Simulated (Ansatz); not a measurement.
Ru: response to strain

Take Ru in the hcp (Mg type) structure (space group P6_3/mmc, No. 194; a = 2.722 Å, c = 4.294 Å; relaxed with 0.1 eV smearing) as the base. Axes: x lies along a and z along c of the hexagonal cell.

Strains are applied to the cell and any free atomic positions relax.

Computed with DFT with PBE, PAW potentials and a 420 eV plane-wave cutoff in Ansatz (a quantum-chemistry and plane-wave program), no SOC.

Notes on the quantities. energy relative to the base: free energy F; pressure: mean of the normal stresses, compression positive.

| variant | energy relative to the base | volume per atom | pressure |
|---|---|---|---|
| base | 0 meV/atom | 13.78 Å³ | 0.0 GPa |
| uniaxial strain ε_zz = −3.00 % | +26 meV/atom | 13.36 Å³ | 11.0 GPa |
| uniaxial strain ε_zz = −2.00 % | +11 meV/atom | 13.50 Å³ | 7.1 GPa |
| uniaxial strain ε_zz = −1.50 % | +6.4 meV/atom | 13.57 Å³ | 5.2 GPa |
| uniaxial strain ε_zz = −1.00 % | +2.8 meV/atom | 13.64 Å³ | 3.4 GPa |
| uniaxial strain ε_zz = +1.00 % | +2.7 meV/atom | 13.91 Å³ | -3.1 GPa |
| uniaxial strain ε_zz = +1.50 % | +5.9 meV/atom | 13.98 Å³ | -4.6 GPa |
| uniaxial strain ε_zz = +2.00 % | +10 meV/atom | 14.05 Å³ | -6.0 GPa |
| uniaxial strain ε_zz = +2.50 % | +16 meV/atom | 14.12 Å³ | -7.3 GPa |
| uniaxial strain ε_zz = +3.00 % | +23 meV/atom | 14.19 Å³ | -8.6 GPa |

No phonon test of stability was made. All final runs are without spin polarisation.
